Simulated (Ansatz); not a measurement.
# CdSe, response to strain

Take CdSe in the zinc blende structure (space group F-43m, No. 216; a = 6.082 Å) as the base. Axes: x, y, z lie along the cube axes.

Strains are applied to the cell and any free atomic positions relax; under biaxial strain the out-of-plane vector relaxes too.

Calculations: plane-wave PAW DFT at the PBEsol level (Ansatz, a program for electronic structure, 420 eV), without spin-orbit coupling.

Notes on the quantities. in-plane stress: mean in-plane stress (compression positive); energy relative to the base: free energy F.

| change | in-plane stress | out-of-plane strain | electron mass | energy relative to the base |
|---|---|---|---|---|
| base | – | – | 0.049 mₑ (at Γ) | 0 meV/atom |
| biaxial strain −2.50 %, plane normal [111], relaxed out of plane | +2.2 GPa | +2.29 % | 0.057 mₑ out of plane, 0.048 mₑ in plane (at Γ) | +9.6 meV/atom |
| biaxial strain −2.08 %, plane normal [111], relaxed out of plane | +1.8 GPa | +1.91 % | 0.056 mₑ out of plane, 0.049 mₑ in plane (at Γ) | +6.6 meV/atom |
| biaxial strain −1.67 %, plane normal [111], relaxed out of plane | +1.5 GPa | +1.53 % | 0.055 mₑ out of plane, 0.049 mₑ in plane (at Γ) | +4.3 meV/atom |
| biaxial strain −1.25 %, plane normal [111], relaxed out of plane | +1.1 GPa | +1.14 % | 0.053 mₑ out of plane, 0.049 mₑ in plane (at Γ) | +2.4 meV/atom |
| biaxial strain −0.83 %, plane normal [111], relaxed out of plane | +0.7 GPa | +0.76 % | 0.052 mₑ out of plane, 0.049 mₑ in plane (at Γ) | +1.1 meV/atom |
| biaxial strain −0.42 %, plane normal [111], relaxed out of plane | +0.4 GPa | +0.39 % | 0.049 mₑ (at Γ) | +0.3 meV/atom |
| biaxial strain +0.42 %, plane normal [111], relaxed out of plane | -0.4 GPa | -0.35 % | 0.048 mₑ (at Γ) | +0.3 meV/atom |
| biaxial strain +0.83 %, plane normal [111], relaxed out of plane | -0.7 GPa | -0.74 % | 0.046 mₑ out of plane, 0.049 mₑ in plane (at Γ) | +1.0 meV/atom |
| biaxial strain +2.50 %, plane normal [111], relaxed out of plane | -2.1 GPa | -2.20 % | 0.041 mₑ out of plane, 0.052 mₑ in plane (at Γ) | +9.2 meV/atom |

The levels and masses belong to the bands next to the band gap. Effective masses come from finite differences of ±0.01 Å⁻¹. Whether these cells are dynamically stable was not tested.
